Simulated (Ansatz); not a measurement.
The structure below was relaxed with PBEsol (Ansatz, a program for electronic structure), scalar-relativistic without spin-orbit coupling, earlier PAW set.

```
CELL_PARAMETERS angstrom
      2.98561     0.00000     0.00000
      0.00000     6.04296     0.00000
      0.00000     0.00000     4.13312
ATOMIC_POSITIONS crystal
  As 0.50000 0.86487 0.24979
  As 0.00000 0.13513 0.74979
  N  0.50000 0.40544 0.26453
  N  0.00000 0.59456 0.76453
  B  0.00000 0.82231 0.94468
  B  0.50000 0.17769 0.44468
  B  0.00000 0.41125 0.04100
  B  0.50000 0.58875 0.54100
```

Q: Find the space group and the Wyckoff positions.

A: Space group Pmn2₁ (No. 31); a = 2.986 Å, b = 6.043 Å, c = 4.133 Å, α = β = γ = 90.00°

| atom | site | symmetry | x | y | z |
|---|---|---|---|---|---|
| As | 2a | m.. | 0.0000 | 0.1351 | 0.7498 |
| N | 2a | m.. | 0.5000 | 0.4054 | 0.2645 |
| B | 2a | m.. | 0.5000 | 0.1777 | 0.4447 |
| B | 2a | m.. | 0.0000 | 0.4112 | 0.0410 |

Q: Describe the coordination.

A: The crystal has 8 atoms in its conventional cell. Conventional cell: a = 2.986 Å, b = 6.043 Å, c = 4.133 Å, α = β = γ = 90.00°. As is surrounded by 4 B at 1.971–2.057 Å (tetrahedral). N is surrounded by 2 B at 1.565–1.591 Å and 2 B at 1.756 Å (tetrahedral). B1 is coordinated by 1 N at 1.565 Å and 3 As at 1.971–2.055 Å. B2 sees 1 N at 1.591 Å and 2 N at 1.756 Å and 1 As at 2.057 Å (tetrahedral). (Neighbours: up to the widest gap in distance over summed covalent radii, below 1.35, at either atom.)

Each cell is one ordered arrangement of few atoms, which overstates ordering effects compared with a random alloy. Stability against distortions was not tested. All final runs are without spin polarisation. The cell was made from BN by this change: x(As) = 0.5, 8 atoms, Pmn2_1.
